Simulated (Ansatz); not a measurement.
## Sn: response to strain

Base system: Sn in the diamond structure (space group Fd-3m, No. 227; relaxed with 0.1 eV smearing).

```xyz
2
Lattice="0.0000 3.2701 3.2701 3.2701 0.0000 3.2701 3.2701 3.2701 0.0000" Properties=species:S:1:pos:R:3 pbc="T T T"
Sn     0.0000     0.0000     0.0000
Sn     1.6350     1.6350     1.6350
```

Strains are applied to the cell and any free atomic positions relax.

The values are results of Ansatz (an electronic-structure program) PBEsol, scalar-relativistic without spin-orbit coupling, not measurements.

Notes on the quantities. energy relative to the base: free energy F.

```
variant                   pressure  volume per atom  energy relative to the base
------------------------  --------  ---------------  ---------------------------
base                       0.0 GPa         34.97 Å³                   0 meV/atom
isotropic strain −2.50 %   3.8 GPa         32.41 Å³                 +28 meV/atom
isotropic strain −2.00 %   2.9 GPa         32.91 Å³                 +18 meV/atom
isotropic strain −1.00 %   1.4 GPa         33.93 Å³                +4.3 meV/atom
isotropic strain +0.50 %  -0.6 GPa         35.50 Å³                +1.0 meV/atom
isotropic strain +1.00 %  -1.1 GPa         36.03 Å³                +3.9 meV/atom
isotropic strain +1.50 %  -1.7 GPa         36.57 Å³                +8.6 meV/atom
isotropic strain +2.00 %  -2.1 GPa         37.11 Å³                 +15 meV/atom
isotropic strain +2.50 %  -2.6 GPa         37.66 Å³                 +23 meV/atom
isotropic strain +3.00 %  -3.0 GPa         38.21 Å³                 +33 meV/atom
```

Stability against distortions was not tested.
